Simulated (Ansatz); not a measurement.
# A computed series for hypothetical I4_132 B: response to strain

Start from B (space group I4_132, No. 214; a hypothetical phase, not in the database extracts checked).

```yaml
crystal:
  lattice:
    - [-2.32645, 2.32645, 2.32645]
    - [2.32645, -2.32645, 2.32645]
    - [2.32645, 2.32645, -2.32645]
  atoms:
    - { symbol: B, position: [0.00000, 0.25000, 0.50000] }
    - { symbol: B, position: [0.25000, 0.50000, 0.00000] }
    - { symbol: B, position: [0.50000, 0.00000, 0.25000] }
    - { symbol: B, position: [0.25000, 0.25000, 0.25000] }
```

Cartesian axes are those of the cell as printed.

Strains are applied to the cell and any free atomic positions relax; under biaxial strain the out-of-plane vector relaxes too.

Levels (all Ansatz, an electronic-structure program, PAW): PBE (420 eV, scalar-relativistic without spin-orbit coupling); PBEsol (420 eV, no SOC).

The base cell above is that of PBE; each level relaxes its own structures.

Notes on the quantities. energy relative to the base: free energy F.

```json
[
 {"case": "biaxial strain −0.78 %, plane normal [110], relaxed out of plane", "energy relative to the base, PBE": "+0.6 meV/atom", "energy relative to the base, PBEsol": "+0.5 meV/atom"},
 {"case": "biaxial strain +1.56 %, plane normal [110], relaxed out of plane", "energy relative to the base, PBE": "+2.2 meV/atom", "energy relative to the base, PBEsol": "?"},
 {"case": "isotropic strain +0.21 %", "energy relative to the base, PBE": "+0.2 meV/atom", "energy relative to the base, PBEsol": "+0.2 meV/atom"},
 {"case": "isotropic strain +0.25 %", "energy relative to the base, PBE": "+0.2 meV/atom", "energy relative to the base, PBEsol": "?"},
 {"case": "tensor shear ε_xz = −0.99 %", "energy relative to the base, PBE": "+0.4 meV/atom", "energy relative to the base, PBEsol": "?"},
 {"case": "tensor shear ε_yz = +2.36 %", "energy relative to the base, PBE": "+2.3 meV/atom", "energy relative to the base, PBEsol": "+2.0 meV/atom"}
]
```

Some entries are withheld; estimate them.


- biaxial strain +1.56 %, plane normal [110], relaxed out of plane, energy relative to the base, PBEsol: +2.0 meV/atom
- isotropic strain +0.25 %, energy relative to the base, PBEsol: +0.2 meV/atom
- tensor shear ε_xz = −0.99 %, energy relative to the base, PBEsol: +0.3 meV/atom

The two levels differ by at most about 0.3 meV/atom. Near ties aside, they put the cases in the same order.

No phonon test of stability was made.
